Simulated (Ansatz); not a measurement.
Fermi-surface data of Ni₃Si under load (space group Pm-3m)

Here is the system:

```
Ni3Si
1.0
    3.45170     0.00000     0.00000
    0.00000     3.45170     0.00000
    0.00000     0.00000     3.45170
Si Ni
1 3
Direct
  0.00000   0.00000   0.00000
  0.00000   0.50000   0.50000
  0.50000   0.00000   0.50000
  0.50000   0.50000   0.00000
```

Computed with PBEsol, rigid bands (plane waves, PAW, scalar-relativistic; Ansatz, a quantum-chemistry and plane-wave program). Condition of this run: hydrostatic pressure 2 GPa (the target of the relaxation). How the cell was made: cell and atoms relaxed with PBEsol, then loaded as said.

The density of states at the Fermi level comes out as 2.14 states/(eV·cell), both spins and the bare Sommerfeld coefficient comes out as 1.26 mJ/(mol of atoms·K²). The drude plasma energy comes out as 1.85 eV and the root-mean-square Fermi velocity is 1.6e5 m/s. The resistivity times τ is 143 ×10⁻²² Ω·m·s.

A metal at this level (no band gap); rigid bands, thermally averaged at 300 K, both spins. Spin-orbit coupling is left out. τ is one relaxation time for all states.

Computed structure with no diffraction record at hand here (it may be known, metastable or hypothetical): Ni3Si under load (space group Pm-3m). Treated as nonmagnetic (a ferromagnetic start lost its moment, other orders weren't tried): Ni3Si under load (space group Pm-3m).
